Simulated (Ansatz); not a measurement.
**Pressure series in Ta5Si3**

The parent structure is Ta5Si3 (space group I4/mcm, No. 140; a = 6.504 Å, c = 11.814 Å).

Cell and atoms are relaxed at each pressure.

Level of theory: PBEsol (Ansatz, a first-principles code, PAW, no SOC).

```csv
pressure (GPa),volume per atom (Å³/atom)
-2,15.755
-1,15.684
0,15.615
0.3,?
1.5,15.515
3,15.417
5,15.292
7.5,15.142
10,15.000
```

Fit the third-order Birch–Murnaghan form P(V) = (3B₀/2)[(V₀/V)^(7/3) − (V₀/V)^(5/3)]·[1 + (3/4)(B₀′ − 4)((V₀/V)^(2/3) − 1)] (squares taken in P) to the rows shown and predict the withheld row.

Least squares on the printed values gives V₀ = 15.615 Å³/atom, B₀ = 229 GPa, B₀′ = 4.1; this predicts 15.595 Å³/atom, and the run gives 15.595 Å³/atom, in agreement.

Load acts through the strain it causes; cell and atoms are relaxed under it. Whether these cells are dynamically stable was not tested. Competing high-pressure phases were not computed. The final runs are not spin-polarised.
